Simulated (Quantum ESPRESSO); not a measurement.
Quantum ESPRESSO run on TaAl3 (I4/mmm, 4 atoms in the cell): self-consistent single point.

Method: LDA (PZ), PSlibrary ultrasoft (LDA) pseudopotentials (plane waves; Quantum ESPRESSO).

```
TaAl3
1.0
   -1.91710     1.91710     4.25129
    1.91710    -1.91710     4.25129
    1.91710     1.91710    -4.25129
Ta Al
1 3
Direct
  0.00000   0.00000   0.00000
  0.50000   0.50000   0.00000
  0.75000   0.25000   0.50000
  0.25000   0.75000   0.50000
```

Reference input (self-consistent single point, DFT, PBEsol, plane waves, PSlibrary ultrasoft (PBE) pseudopotentials): ecutwfc = 50 Ry; ecutrho = 300 Ry; occupations = smearing; smearing = gauss; degauss = 0.0073499 Ry; input_dft = pbesol; potentials = {Ta: Ta.pbe-spn-rrkjus_psl.1.0.0.UPF, Al: Al.pbe-n-rrkjus_psl.1.0.0.UPF}; K_POINTS = automatic 11 11 11 0 0 0; conv_thr = 1e-10 Ry; mixing_beta = 0.3. This run's input differs from it in these lines:

```diff
@@ -17,3 +17,2 @@
    degauss = 0.0073499,
-   input_dft = 'pbesol',
 /
@@ -24,4 +23,4 @@
 ATOMIC_SPECIES
-Ta   180.9479  Ta.pbe-spn-rrkjus_psl.1.0.0.UPF
-Al    26.9815  Al.pbe-n-rrkjus_psl.1.0.0.UPF
+Ta   180.9479  Ta.pz-spn-rrkjus_psl.1.0.0.UPF
+Al    26.9815  Al.pz-n-rrkjus_psl.1.0.0.UPF
 ATOMIC_POSITIONS crystal
```

Output (repeated stretches shortened):

```
     Self-consistent Calculation

     iteration #  1     ecut=    50.00 Ry     beta= 0.30

     Threshold (ethr) on eigenvalues was too large:
     Diagonalizing with lowered threshold

     total energy              =    -155.71163140 Ry
     estimated scf accuracy    <       0.04343166 Ry

     iteration #  2     ecut=    50.00 Ry     beta= 0.30

     total energy              =    -155.70577134 Ry
     estimated scf accuracy    <       0.01761356 Ry

     iteration #  3     ecut=    50.00 Ry     beta= 0.30

     total energy              =    -155.70684879 Ry
     estimated scf accuracy    <       0.00067066 Ry

   [... 5 blocks of this kind left out ...]

     iteration #  9     ecut=    50.00 Ry     beta= 0.30

     total energy              =    -155.70693855 Ry
     estimated scf accuracy    <          4.3E-09 Ry

     iteration # 10     ecut=    50.00 Ry     beta= 0.30
     End of self-consistent calculation

     Number of k-points >= 100: set verbosity='high' to print the bands.

     the Fermi energy is    11.5659 ev

!    total energy              =    -155.70693855 Ry
     estimated scf accuracy    <          8.7E-11 Ry
     smearing contrib. (-TS)   =      -0.00022890 Ry
     internal energy E=F+TS    =    -155.70670965 Ry

     convergence has been achieved in  10 iterations

     Forces acting on atoms (cartesian axes, Ry/au):

     atom    1 type  1   force =     0.00000000    0.00000000    0.00000000
   [... zero for the other atoms too ...]

     Total force =     0.000000     Total SCF correction =     0.000000

          total   stress  (Ry/bohr**3)                   (kbar)     P=      -40.14
  -0.00028886   0.00000000   0.00000000          -42.49        0.00        0.00
   0.00000000  -0.00028886  -0.00000000            0.00      -42.49       -0.00
   0.00000000  -0.00000000  -0.00024088            0.00       -0.00      -35.43

   JOB DONE.
```

The run converged in 10 iterations. Against the reference run the pressure goes from -0.11 to -4.01 GPa.

The starting cell comes from a database of computed structures (which also holds hypothetical and non-ambient phases and stackings), without a prior relaxation at this level. Spin polarisation is off. With a pressure of about -4 GPa the cell is away from its equilibrium volume at this level.

Cost on one core of a shared machine: roughly 3 min.
